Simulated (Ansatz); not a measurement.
Ansatz (an electronic-structure program) run on Na2CdSn (P3m1, 8 atoms in the cell): self-consistent single point.

Level of theory: PBEsol, default PAW files made with PBE (plane waves; Ansatz).

The change in words: lattice scaled by 0.98; kpoints.mp_grid.grid: 7 7 3 → 12 12 6. Reference geometry:
```
Na2CdSn
1.0
    4.97037     0.00000     0.00000
   -2.48519     4.30447     0.00000
    0.00000     0.00000    10.01235
Na Cd Sn
4 2 2
Direct
  0.66667   0.33333   0.58774
  0.33333   0.66667   0.41725
  0.33333   0.66667   0.08275
  0.66667   0.33333   0.91725
  0.00000   0.00000   0.75000
  0.00000   0.00000   0.25000
  0.33333   0.66667   0.75000
  0.66667   0.33333   0.25000
```

Reference input (self-consistent single point, DFT, PBEsol, plane waves, default PAW files made with PBE): basis.ecutwfc = 420 eV; kpoints.mp_grid.grid = 7 7 3; hamiltonian.xc = pbesol; hamiltonian.pseudopotentials = {kind: paw} (the program's default PAW files); scf.occupations.method = fermi_dirac; scf.occupations.width = 0.1 eV. This run's input differs from it in these lines:

Ansatz 0.2 input:
```diff
@@ -2,5 +2,5 @@
   lattice:
-    - [4.970374, 0.000000, 0.000000]
-    - [-2.485187, 4.304470, 0.000000]
-    - [0.000000, 0.000000, 10.012353]
+    - [4.870967, 0.000000, 0.000000]
+    - [-2.435483, 4.218381, 0.000000]
+    - [0.000000, 0.000000, 9.812106]
   atoms:
@@ -17,3 +17,3 @@
 kpoints:
-  mp_grid: { grid: [7, 7, 3] }
+  mp_grid: { grid: [12, 12, 6] }
 hamiltonian:
```

The program printed (abridged):

```
SCF iter   1: F=—  HF=-34172.803740 eV  |F-HF|=—  |Δ(HF+E_count)|=         —  Δρ=5.10e-3  dr2=9.33e-2  ethr=1.77e-3  ⟨swp⟩=8.2  Hψ=25399  notcnv=0  defer=51
all-band conjugate gradients solve this SCF's bands
preconditioner: auto → LDOS
SCF iter   2: F=—  HF=-34172.786560 eV  |F-HF|=—  |Δ(HF+E_count)|=   1.72e-2  Δρ=3.44e-3  dr2=2.74e-2  ethr=8.98e-5  ⟨swp⟩=2.1  Hψ=12232  notcnv=0  defer=187
   [... lines left out ...]
SCF iter   4: F=—  HF=-34172.774114 eV  |F-HF|=—  |Δ(HF+E_count)|=   6.93e-4  Δρ=2.09e-4  dr2=9.20e-5  ethr=1.93e-6  ⟨swp⟩=2.0  Hψ=11320  notcnv=0  defer=187
SCF iter   5: F=—  HF=-34172.774050 eV  |F-HF|=—  |Δ(HF+E_count)|=   6.38e-5  Δρ=4.59e-5  dr2=4.00e-6  ethr=8.85e-8  ⟨swp⟩=2.3  Hψ=10435  notcnv=0  defer=186
SCF iter   6: F=—  HF=-34172.774049 eV  |F-HF|=—  |Δ(HF+E_count)|=   6.41e-7  Δρ=8.51e-6  dr2=1.72e-7  ethr=3.85e-9  ⟨swp⟩=2.0  Hψ=11028  notcnv=0  defer=186
SCF iter   7: F=-34172.774049 eV  HF=-34172.774049 eV  |F-HF|=3.69e-8  |Δ(HF+E_count)|=   3.36e-8  Δρ=2.93e-6  dr2=5.18e-8  ethr=9.62e-11  ⟨swp⟩=10.9  Hψ=26222  notcnv=0
SCF 1 converged in 7 iterations: F = -34172.774049 eV  dr2 = 5.18e-8
Free energy (F): -34172.774049 eV
Internal energy: -34172.745035 eV  (E = F + TS)
E sigma→0 (E₀):  -34172.759542 eV
Entropy (-TS):   -0.029014 eV (-3.627 meV/atom)
Fermi energy:    7.624203 eV
--- Forces (eV/Å), atoms counted from 1 ---
  atom   1  Na     0.00000000     0.00000000    -0.18116073
  atom   2  Na    -0.00000000    -0.00000000     0.08271314
  atom   3  Na     0.00000000    -0.00000000    -0.06776474
  atom   4  Na    -0.00000000     0.00000000     0.10024567
  atom   5  Cd    -0.00000000    -0.00000000     0.01657419
  atom   6  Cd     0.00000000    -0.00000000    -0.00220341
  atom   7  Sn     0.00000000     0.00000000     0.02399723
  atom   8  Sn    -0.00000000     0.00000000     0.02761977
--- Stress (GPa, compression-positive) ---
        2.227953       0.000000      -0.000000
        0.000000       2.227953       0.000000
       -0.000000       0.000000       1.519966
  P = ⅓ Tr σ = 1.9920 GPa (19.920 kbar)
  The stress holds the Pulay correction. Without it, at fixed plane waves, as pw.x and ABINIT print it: P = 1.9742 GPa
```

The run converged in 7 iterations. Against the reference run the free energy goes up by 5.5 meV/atom, the pressure goes from 0.01 to 1.99 GPa and the largest force goes from 0.127 to 0.181 eV/Å.

The starting cell comes from a database of computed structures (which also holds hypothetical and non-ambient phases and stackings), without a prior relaxation at this level. Its lattice was rescaled by up to half a per cent. One atom was moved a little off its site on purpose. For this run, on top of that: lattice scaled by 0.98. Ansatz's pressure includes its estimate of the finite-basis (Pulay) stress.

Cost on one core of a shared machine: roughly 2 min.
